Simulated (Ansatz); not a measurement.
Several settings converged on LuBi (I4mm, 2 atoms in the cell)

```xyz
2
Lattice="0.0000 3.1175 3.1175 3.1175 0.0000 3.1175 3.1175 3.1175 0.0000" Properties=species:S:1:pos:R:3 pbc="T T T"
Lu     3.1175     3.1175     3.1675
Bi     0.0000     0.0000     0.0000
```

Base method: LDA (PW92), default PAW files made with PBE (plane waves; Ansatz, an electronic-structure program).

Base settings: basis.ecutwfc = 420 eV; kpoints.mp_grid.grid = 9 9 9; hamiltonian.xc = lda; hamiltonian.pseudopotentials = {kind: paw} (the program's default PAW files); scf.occupations.method = fermi_dirac; scf.occupations.width = 0.1 eV.

The count of work is k-points × plane waves × bands × iterations; it is no time. 

**The cutoff for other potential files**

Level: DFT, LDA (PW92), plane waves, harder PAW files (source: ansatz) made with PBE.

In this ladder: hamiltonian.pseudopotentials = {kind: paw, source: ansatz}.

The second cell is the first with its lattice scaled by 0.98.

The mesh stays at the base's, so the ladder's end is converged at best in this setting alone.

The first pressure column holds Ansatz's estimate of the finite-basis (Pulay) stress, which hides part of the cutoff error; the other is without it.

Only quantities that move along the ladder and can be compared are tabulated.

```csv
basis.ecutwfc,free energy less the last step's (meV/atom),energy of the compressed cell less the first (meV/atom),pressure (GPa),pressure without the Pulay estimate (GPa),largest difference of a force vector from the last step's (eV/Å),count of work / last
305 eV,33438.92,-405.59,-27.38,-1195.94,0.079,0.11
375 eV,3608.88,-71.81,-4.36,-154.07,0.004,0.14
475 eV,134.15,-33.60,-4.60,-12.64,0.000,0.21
580 eV,1.85,-34.65,-4.61,-4.75,0.000,0.28
680 eV,0.74,-34.67,-4.62,-4.63,0.000,0.35
815 eV,0.36,-34.66,-4.61,-4.61,0.000,0.46
1020 eV,0.17,-34.66,-4.61,-4.62,0.000,0.65
1360 eV,0.00,-34.66,-4.61,-4.62,0.000,1.0
```

Coarsest basis.ecutwfc that holds the forces within 0.02 eV/Å of the last step, with all finer ones: 375 eV, at 0.14 of the last step's count of work; the step before is off by 0.079 eV/Å.

Coarsest basis.ecutwfc that holds the free energy within 1 meV/atom of the last step, with all finer ones: 680 eV, at 0.35 of the last step's count of work; the step before is off by 1.9 meV/atom.

Coarsest basis.ecutwfc that holds the pressure without the Pulay estimate within 0.5 GPa of the last step, with all finer ones: 580 eV, at 0.28 of the last step's count of work; the step before is off by 8.0 GPa.

The energy difference between the two cells stays within 1 meV/atom of the last step's from 580 eV on, the total only from 680 eV on: much of the error is common to both cells and cancels.

At the lowest cutoff the pressure without the Pulay estimate lies 1190 GPa under the last step's, the usual sign of Pulay stress in an incomplete plane-wave basis.

**The relaxed cell against the cutoff**

On LuBi (Fm-3m, 2 atoms in the cell): atoms on their sites.

In this ladder: relax = cell and atoms.

The mesh stays at the base's, so the ladder's end is converged at best in this setting alone.

Only quantities that move along the ladder and can be compared are tabulated.

```csv
basis.ecutwfc,relaxed volume (Å³/atom),relaxation steps
250 eV,28.584,39
295 eV,27.911,14
355 eV,27.823,7
420 eV,27.820,7
505 eV,27.838,5
630 eV,27.837,5
840 eV,27.837,5
```

Coarsest basis.ecutwfc that holds the relaxed volume within 0.056 Å³/atom of the last step, with all finer ones: 355 eV; the step before is off by 0.074 Å³/atom.

At the lowest cutoff the cell relaxes to a volume 2.7 % larger than at the highest. Ansatz relaxes on a stress corrected for the finite basis.

On the base run: the starting cell comes from a database of computed structures (which also holds hypothetical and non-ambient phases and stackings), without a prior relaxation at this level. Its lattice was rescaled by up to half a per cent. One atom was moved a little off its site on purpose.

Left out of this page: 1 run of the series failed or unconverged.

Keys are those of Ansatz 0.2.
